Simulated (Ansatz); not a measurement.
## Response to strain in Mg2Sn

Consider Mg₂Sn (space group Fm-3m, No. 225; a = 6.747 Å; relaxed with 0.1 eV smearing). Axes: x, y, z lie along the cube axes.

Strains are applied to the cell and any free atomic positions relax; under biaxial strain the out-of-plane vector relaxes too.

Method: PBEsol in Ansatz (plane waves to 420 eV, PAW, scalar-relativistic without spin-orbit coupling).

Notes on the quantities. energy relative to the base: free energy F.

| biaxial strain, plane normal [001], relaxed out of plane (%) | energy relative to the base (meV/atom) |
|---|---|
| -3 | 12.9 |
| -2.5 | 8.8 |
| -2 | ? |
| -1.5 | 3.1 |
| -1 | 1.4 |
| -0.5 | 0.3 |
| 0 | 0.0 |

Fit ΔE = Aε² + Bε³ (ε in %) to the rows shown and predict the withheld row.

Least squares on the printed values gives A = 1.32 and B = -0.038 meV/atom (largest residual 0.0 meV/atom); this predicts 5.6 meV/atom, and the run gives 5.6 meV/atom, in agreement.

No phonon test of stability was made.

Ansatz is an electronic-structure program.
